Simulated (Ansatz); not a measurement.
AuC (model structure, P-6m2, No. 187, 2 atoms in the cell), treated with PBE-D3(BJ) (PAW; Ansatz, a first-principles code).

Input file:

Ansatz 0.2 input:
```yaml
crystal:
  lattice:
    - [3.1651404931, 0.0, 0.0]
    - [-1.5825702465, 2.7410920735, 0.0]
    - [0.0, 0.0, 2.8960804353]
  atoms:
    - { symbol: Au, position: [0.0, 0.0, 0.0] }
    - { symbol: C, position: [0.3333333333, 0.6666666667, 0.5] }
basis:
  ecutwfc: 520
  ecutrho_ratio: 4
  xc_grid: 2
kpoints:
  mp_grid: { grid: [24, 24, 18] }
hamiltonian:
  xc: pbe
  dispersion: d3bj
  pseudopotentials: { kind: paw }
scf:
  occupations: { method: fermi_dirac, width: 0.05 }
output:
  forces: true
  stress: true
  eigenvalues: true
relax:
  f_tol: 0.004
  escape_saddle: false
  max_steps: 80
  cell: { stress_tol: 0.02, fix: [volume] }
```

The run printed, among other lines:

```
Relaxation: its limit of steps is 80 (relax.max_steps)
Crystal: 2 atoms, lattice volume = 25.126 Å³
Basis set: ecut = 520 eV, 665 PW (Γ), exchange–correlation on 48×48×48 points (8 copies of the dense FFT grid, shifted against one another)
Bands: 16, of which v1, the nominal top of the filled ones, is band 12 counted from 1 (11 counted from 0)
Symmetry: 12 space group operations
Space group: P-6m2 (ITA 187), of the structure as read, at distance tolerance 2.9e-5 Å
k-points: 610 of 10368 (time reversal used)
Functional: x = pbe(κ = 0.804, μ = 0.2195149727645171), c = pbe(β = 0.06672455060314922)
SCF iter   1: F=—  HF=-13396.561159 eV  |F-HF|=—  |Δ(HF+E_count)|=         —  Δρ=5.73e-3  dr2=2.37e-3
SCF iter   2: F=—  HF=-13396.562458 eV  |F-HF|=—  |Δ(HF+E_count)|=   1.30e-3  Δρ=3.26e-3  dr2=8.30e-4
  ...
SCF 1 converged in 6 iterations: F = -13396.562935 eV  dr2 = 7.32e-10
Crystal: 2 atoms, lattice volume = 25.126 Å³
Basis set: ecut = 520 eV, 653 PW (Γ), exchange–correlation on 48×48×48 points (8 copies of the dense FFT grid, shifted against one another)
Initial density: handed on by an earlier stage of this run
SCF 2 converged in 6 iterations: F = -13396.563411 eV  dr2 = 1.61e-12
Crystal: 2 atoms, lattice volume = 25.126 Å³
SCF 3 converged in 6 iterations: F = -13396.563422 eV  dr2 = 4.41e-14
Crystal: 2 atoms, lattice volume = 25.126 Å³
SCF iter   7: F=-13396.563425 eV  HF=-13396.563425 eV  |F-HF|=1.82e-12  |Δ(HF+E_count)|=  5.46e-12  Δρ=2.34e-10  dr2=1.11e-17
SCF iter   8: F=-13396.563425 eV  HF=-13396.563425 eV  |F-HF|=5.46e-12  |Δ(HF+E_count)|=  3.64e-12  Δρ=3.07e-11  dr2=1.13e-19
SCF 4 converged in 8 iterations: F = -13396.563425 eV  dr2 = 1.13e-19
SCF converged after 8 iterations
Free energy (F): -13396.563425 eV
Internal energy: -13396.550359 eV  (E = F + TS)
E sigma→0 (E₀):  -13396.556892 eV
Fermi energy:    17.033357 eV
--- Forces (eV/Å), atoms counted from 1 ---
  atom   1  Au    -0.00000000     0.00000000    -0.00000000
  atom   2  C      0.00000000    -0.00000000    -0.00000000
--- Stress (GPa, compression-positive) ---
        3.157187      -0.000000      -0.000000
       -0.000000       3.157187      -0.000000
       -0.000000      -0.000000       3.156931
  P = ⅓ Tr σ = 3.1571 GPa (31.571 kbar)
```

The cell is one volume of an energy–volume scan, off the minimum.

Note: the relaxation could raise the start's symmetry but not lower it, so the cell can be a saddle point.

A model structure was made by putting elements into a prototype or built by hand; it is no filed structure, need not be a known phase, and can be a saddle point held by its symmetry.
